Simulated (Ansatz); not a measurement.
The reference is FeS2 (space group Pa-3, No. 205; non-magnetic).

Space group Pa-3 (No. 205); a = b = c = 5.4035 Å, α = β = γ = 90.00°

```tsv
atom	site	symmetry	x	y	z
Fe	4a	.-3.	0.0000	0.0000	0.0000
S	8c	.3.	0.3826	0.3826	0.3826
```

Calculations: PBE in Ansatz (plane waves to 420 eV, PAW, no spin-orbit coupling), earlier PAW set.

The change: every lattice vector is shortened by 2.59 %, atoms relaxed at fixed cell.

Problem. Estimate the effect on the mean gap deformation potential ΔEg/Δln V.

Solution. The mean gap deformation potential ΔEg/Δln V comes out as +1.1 eV.

The cells carry an imposed strain or load. Stability against distortions was not tested. Starting moments died away, wholly or in part, for the base; another magnetic solution may exist. The final runs are not spin-polarised.

Ansatz is a first-principles code.
